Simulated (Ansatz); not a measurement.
Hypothetical rock salt YSi under a change: uniaxial strain ε_zz = −5.63 %

Base system: YSi in the rock salt structure (space group Fm-3m, No. 225; a = 5.8174 Å; a hypothetical phase, not in the database extracts checked; relaxed with 0.1 eV smearing). Axes: x, y, z lie along the cube axes.

Now apply this change: uniaxial strain ε_zz = −5.63 %, all other strain components held at zero; the atoms relax in the strained cell.

Computed with PBE in Ansatz (plane waves to 420 eV, PAW, no spin-orbit coupling). k-mesh 17×17×17 (Γ-centred); smearing 0.1 eV (Fermi–Dirac).

```tsv
quantity	base	changed	shift
space group	Fm-3m (No. 225)	I4/mmm (No. 139)	–
shortest interatomic distance	2.909 Å	2.745 Å	-0.164 Å
energy relative to the base (free energy F)	0 meV/atom	+49 meV/atom	+49 meV/atom
pressure (mean of the normal stresses, compression positive)	0.0 GPa	4.8 GPa	+4.8 GPa
band gap	zero	zero	–
stress (xx, yy, zz, yz, xz, xy; compression positive)	–	(1.0, 1.0, 12.4, 0.0, 0.0, 0.0) GPa	–
```

Final structure:

```yaml
crystal:
  lattice:
    - [0.00000, 2.90872, 2.74496]
    - [2.90872, 0.00000, 2.74496]
    - [2.90872, 2.90872, 0.00000]
  atoms:
    - { symbol: Si, position: [0.00000, 0.00000, 0.00000] }
    - { symbol: Y, position: [0.50000, 0.50000, 0.50000] }
```

No phonon test of stability was made. All final runs are without spin polarisation. An odd electron count without spin: YSi. YSi has a high density of states at the Fermi level and may be magnetic at this level.

Ansatz is a quantum-chemistry and plane-wave program.
